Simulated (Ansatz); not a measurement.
Where the default PAW files enter, the runs use the earlier of Ansatz's two default sets.

The decay constant κ of evanescent states in the gap governs leakage through a thin film.

```xyz
2
Lattice="3.2507 0.0000 0.0000 0.0000 3.2507 0.0000 1.6253 1.6253 2.2986" Properties=species:S:1:pos:R:3 pbc="T T T"
Ga     0.0000     0.0000     0.0000
N      1.6253     3.2507     1.1493
```

Space group of this cell: F-43m, zinc blende. The cell is strained (all lengths scaled by 1.02); by r2SCAN its mean pressure is -11.1 GPa.

Transport runs along the normal of the first two printed cell vectors, the (001) plane of the conventional cell.

The gap is the functional's own, uncorrected, and κ follows it; spin-orbit coupling is left out. Mid-gap values are interpolated between the computed energies.

Compute, with r2SCAN in Ansatz (a first-principles code), the band gap and the smallest decay constant κ at mid-gap.

Gap 1.73 eV on a 14×14×14 mesh; κ = 0.128 1/Å, at the zone centre.
